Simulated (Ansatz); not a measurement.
Input:

```xyz
2
Lattice="0.0000 2.8462 2.8462 2.8462 0.0000 2.8462 2.8462 2.8462 0.0000" Properties=species:S:1:pos:R:3 pbc="T T T"
As     4.2693     4.2693     4.2693
Ga     0.0000     0.0000     0.0000
```

A single point on GaAs with a change (pressure −1 GPa), its geometry relaxed with r2SCAN.

The values are results of Ansatz (an electronic-structure program), HSE06, PAW, cutoff 420 eV, with spin-orbit coupling, earlier PAW set, not measurements. k-mesh 6×6×6 (Γ-centred); smearing 0.01 eV (Fermi–Dirac).

Task: Estimate the band gap.

Result: 1.13 eV.

Task: What valence-band top at Γ (three highest Kramers pairs, from the VBM) does the calculation give?

Result: 0.00, 0.00, -0.36 eV.

Single points use the geometry relaxed with r2SCAN. Load acts through the strain it causes; cell and atoms are relaxed under it. Stability against distortions was not tested. The cell was made from GaAs in the zinc blende structure (space group F-43m, No. 216) by this change: pressure −1 GPa.
